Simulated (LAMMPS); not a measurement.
Melts of Pd (fcc) cooled to 300 K at several rates.

Level of theory: classical MD, pair style eam, the elements' _u3.eam files (universal-3 set of Foiles, Baskes and Daw); code LAMMPS.

| cooling rate (K/s) | energy above the crystal | state | density | coordination number | rough cost |
|---|---|---|---|---|---|
| 3e+12 | 0.020 eV/atom | crystallised | 11.9 g/cm³ (one sample) | 12.1 (counted to 3.30 Å) | 30 core-minutes |
| 1e+13 | 0.075 eV/atom | partly crystallised | 11.7 g/cm³ (one sample) | 13.0 (counted to 3.58 Å) | 10 core-minutes |
| 1e+14 | 0.083 eV/atom | glass | 11.7 g/cm³ (one sample) | 13.0 (counted to 3.58 Å) | 5 core-minutes |

Costs are rough and include melting and analysis.

Caution (rows 3e+12; 1e+13): the cell keeps the atom count and shape of the starting crystal, which eases freezing.
